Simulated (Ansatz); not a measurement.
Consider HgTe in the zinc blende structure (space group F-43m, No. 216; a = 6.5098 Å). Axes: x, y, z lie along the cube axes.

Calculations: PBEsol (Ansatz, a quantum-chemistry and plane-wave program; PAW; 420 eV plane waves; no spin-orbit coupling).

Strains are applied to the cell and any free atomic positions relax; under biaxial strain the out-of-plane vector relaxes too.

One change was made to it. Results:

```csv
quantity,base,after
energy relative to the base (free energy F),0 meV/atom,+5.4 meV/atom
volume per atom,34.48 Å³,33.91 Å³
"pressure (mean of the normal stresses, compression positive)",0.0 GPa,0.7 GPa
```

Name the change that was made.
A) biaxial strain −1.00 %, plane normal [001], relaxed out of plane
B) biaxial strain −2.50 %, plane normal [001], relaxed out of plane
C) biaxial strain −2.00 %, plane normal [001], relaxed out of plane

B, biaxial strain −2.50 %, plane normal [001], relaxed out of plane. For comparison, the energy relative to the base in the other runs: biaxial strain −2.00 %, plane normal [001], relaxed out of plane gives +3.4 meV/atom; biaxial strain −1.00 %, plane normal [001], relaxed out of plane gives +0.8 meV/atom.

A case with no gap was solved on a k-mesh chosen for an insulator, which is coarse for it. Whether these cells are dynamically stable was not tested. The final runs are not spin-polarised.
